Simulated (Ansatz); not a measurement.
For TaN (model structure, started from the NbAs type, I4₁md, No. 109, 4 atoms in the cell), PBE-D3(BJ) (plane waves, PAW; Ansatz, a program for electronic structure) gives:

```
Quantity                    Value
-------------------  ------------
lattice constant a        2.896 Å
lattice parameter c      10.210 Å
cohesive energy      8.27 eV/atom
```

Question: What does r²SCAN in Ansatz (PAW) give for the same quantities?

Answer: 
- lattice constant a: 2.901 Å (increases by 0.2 %)
- lattice parameter c: 10.239 Å (goes up by 0.3 %)
- cohesive energy: 7.67 eV/atom (falls by 0.60 eV/atom)

Changes are worked out from the printed values.

Unless a cell is named, each level is at its own relaxed cell (PBE-D3(BJ) 10.70, r²SCAN 10.77 Å³/atom).

Levels without +SOC leave out spin–orbit coupling, which shifts energies and cells of such heavy elements.

Ansatz's density-functional and Hartree–Fock values are scalar-relativistic unless marked +SOC, with PAW data made under PBE.

A model structure was made by putting elements into a prototype or built by hand; it is no filed structure, need not be a known phase, and can be a saddle point held by its symmetry.
